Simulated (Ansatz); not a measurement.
Structures of equal composition on the (111)B surface of 3C silicon carbide (C plane on top): (√3x√3)R30° Ge adatom at H3; (√3x√3)R30° Ge adatom at T4. The slabs share one bottom face, and each structure is named by its start. These are constructed structures in small cells; real faces may alloy, dewet or reconstruct in larger ones, and not all known structures of the face are among them. Slabs of about 11 Å, Fermi-Dirac smearing of 0.025 eV. Bottom of the slabs: H caps. Relaxed from the named starts with such symmetry as they have, on meshes of like density; energies extrapolated to zero smearing; spin only where a row says so; no spin-orbit coupling, no U. Brackets mark spin-polarised runs, whose order is one that fits the cell. Where a second, spin-polarised start was run, the lower counts.

The numbers are results of r2SCAN, at the PBE geometry (plane waves to 500 eV, PAW; Ansatz, a quantum-chemistry and plane-wave program), not measurements.

### Question
Put the candidates in order of energy per 1x1 cell, lowest first, for r2SCAN, at the PBE geometry.

### Answer
(√3x√3)R30° Ge adatom at H3 (0.000 eV [spin, 1.0 μB a cell], gap 0.53 eV on the mesh), (√3x√3)R30° Ge adatom at T4 (0.030 eV [spin, 1.0 μB a cell], gap 0.43 eV on the mesh)
